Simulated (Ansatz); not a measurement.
# Migration barriers: interstitial Ag in silicon, charge state +1

Defect: interstitial Ag in silicon, charge state +1. Calculation: PBE, PAW (plane waves to 420 eV; Ansatz, an electronic-structure program).

64-site cell at the relaxed PBE lattice, a 2×2×2 k-point mesh shifted by half a step, smearing 0.01 eV, spin-restricted, no finite-size correction. No zero-point or tunnelling terms. The charge state is imposed; whether it is stable for some Fermi level was not computed. Sites that were not tried may lie lower.

Barriers: single points on a 3×3×3 k-point mesh shifted by half a step at the bands' geometries.

```tsv
Route	Start site over the lowest site run (eV)	Hop (Å)	Forward barrier (eV)	Backward barrier (eV)	Neighbours at the start	Neighbours at the saddle	Saddle order	Forward, on the band's own sampling (eV)
one Ag atom jumps by itself	0.00	2.36	0.38	0.38	4 Si at 2.51, 6 Si at 2.79 Å	6 Si at 2.46 Å	not checked, on a symmetry element	0.37
```

Paths come from CI-NEB runs.  A band can be held on a symmetry element, so unchecked saddle points there may be too high.
